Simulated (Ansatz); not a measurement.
Hypothetical diamond Cu, pressure series

Take Cu in the diamond structure (space group Fd-3m, No. 227; a hypothetical phase, not in the database extracts checked) as the base.

```
Cu
1.0
    0.00000     2.67570     2.67570
    2.67570     0.00000     2.67570
    2.67570     2.67570     0.00000
Cu
2
Cartesian
  1.33785   1.33785   1.33785
  0.00000   0.00000   0.00000
```

Cell and atoms are relaxed at each pressure.

The values are results of DFT with PBE, PAW potentials and a 420 eV plane-wave cutoff in Ansatz (a first-principles code), no SOC, not measurements.

Two rows of this table had their results exchanged by mistake.

```json
[
 {"pressure": "pressure −2 GPa", "volume per atom (Å³)": "19.96", "shortest distance (Å)": "2.349", "band gap": "zero"},
 {"pressure": "pressure −1 GPa", "volume per atom (Å³)": "18.25", "shortest distance (Å)": "2.280", "band gap": "zero"},
 {"pressure": "pressure 0.3 GPa", "volume per atom (Å³)": "19.05", "shortest distance (Å)": "2.313", "band gap": "zero"},
 {"pressure": "pressure 0.7 GPa", "volume per atom (Å³)": "18.92", "shortest distance (Å)": "2.308", "band gap": "zero"},
 {"pressure": "pressure 1.5 GPa", "volume per atom (Å³)": "18.67", "shortest distance (Å)": "2.297", "band gap": "zero"},
 {"pressure": "pressure 3 GPa", "volume per atom (Å³)": "19.53", "shortest distance (Å)": "2.332", "band gap": "zero"},
 {"pressure": "pressure 5 GPa", "volume per atom (Å³)": "17.76", "shortest distance (Å)": "2.259", "band gap": "zero"},
 {"pressure": "pressure 7.5 GPa", "volume per atom (Å³)": "17.24", "shortest distance (Å)": "2.237", "band gap": "zero"},
 {"pressure": "pressure 10 GPa", "volume per atom (Å³)": "16.79", "shortest distance (Å)": "2.218", "band gap": "zero"}
]
```

**Question.** Which two?

**Answer.** The rows for pressure −1 GPa and pressure 3 GPa: the volume has to fall steadily with pressure, so 19.53 Å³ belongs to pressure −1 GPa and 18.25 Å³ to pressure 3 GPa.

Load acts through the strain it causes; cell and atoms are relaxed under it. No phonon test of stability was made. No other phases were tried under pressure. All final runs are without spin polarisation.
